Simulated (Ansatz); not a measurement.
Data:

```
CsSnBr3
1.0
    5.89593     0.00000     0.00000
    0.00000     5.89593     0.00000
    0.00000     0.00000     5.89593
Cs Sn Br
1 1 3
Direct
  0.00000   0.00000   0.00000
  0.50000   0.50000   0.50000
  0.50000   0.00000   0.50000
  0.00000   0.50000   0.50000
  0.50000   0.50000   0.00000
```

Level of theory: PBE with spin-orbit coupling, rigid bands (plane waves, PAW; Ansatz, a quantum-chemistry and plane-wave program). Condition of this run: functional PBE, cell relaxed with it. Geometry: cell and atoms relaxed with PBE.

Predict the electron conductivity mass (n e² τ/σ) at 300 K, by direction if it differs.

0.136 mₑ.

And the band gap?

0.29 eV at this level; semilocal functionals usually fall short of the measured gap.

Rigid bands, one relaxation time for all states, no polarons.

CsSnBr3 (Pm-3m): a high-temperature phase held by its symmetry.
